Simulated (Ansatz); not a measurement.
Cr in the bcc (W type) structure (space group Im-3m, No. 229; non-magnetic)

```cif
data_Cr
_chemical_formula_sum 'Cr1'
_space_group_name_H-M_alt 'P 1'
_space_group_IT_number 1
_cell_length_a 2.46638
_cell_length_b 2.46638
_cell_length_c 2.46638
_cell_angle_alpha 109.471
_cell_angle_beta 109.471
_cell_angle_gamma 109.471
loop_
_space_group_symop_operation_xyz
  'x, y, z'
loop_
_atom_site_label
_atom_site_type_symbol
_atom_site_fract_x
_atom_site_fract_y
_atom_site_fract_z
_atom_site_occupancy
Cr1 Cr 0.00000 0.00000 0.00000 1
```

The values are results of PBE (Ansatz, a first-principles code, PAW, without spin-orbit coupling), not measurements. k-mesh 23×23×23 (Γ-centred); smearing 0.05 eV (Fermi–Dirac).

```yaml
volume_per_atom: 11.55 Å³
density: 7.48 g/cm³
band_gap: zero
total_energy: -3377.737 eV/atom (σ→0; compares only within this code and set-up)
```

No phonon test of stability was made. Seeded moments were not kept for the base. The final runs are not spin-polarised. Real Cr is antiferromagnetic at low temperature and ambient pressure, an order that this cell doesn't hold.
